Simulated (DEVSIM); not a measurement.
System: Co/TiO2/p-In0.53Ga0.47As capacitor, at 300 K.

Layer 1 from the left is TiO2, thickness (nm) 5.40. Layer 2 from the left is In0.53Ga0.47As, thickness (nm) 380, Na (cm⁻³) 2.2e18.

Metal gate on the left, work function 5 eV. Fixed charge at the semiconductor interface 1.4e11 cm⁻² (in units of +e); no interface traps.

This is a model device: material constants are rounded textbook-type values typed into the input, and sizes, dopings and lifetimes were drawn at random. Values at 300 K.

TiO2: gap (eV) 3.2, affinity (eV) 3.9, permittivity 60. In0.53Ga0.47As: gap (eV) 0.74, affinity (eV) 4.51, permittivity 13.9, Nc (cm⁻³) 2.1e17, Nv (cm⁻³) 7.7e18.

Model (solved in DEVSIM): 1D Poisson equation in equilibrium, Boltzmann statistics, complete ionisation; no quantum confinement or tunnelling. Metal contacts follow the ideal Schottky-Mott rule: no Fermi-level pinning, no interface dipoles.

Task: What does the simulation give for the minimum of the low-frequency capacitance, the flat-band voltage?

Result: minimum of the low-frequency capacitance 0.562 μF/cm²; flat-band voltage -0.22 V.
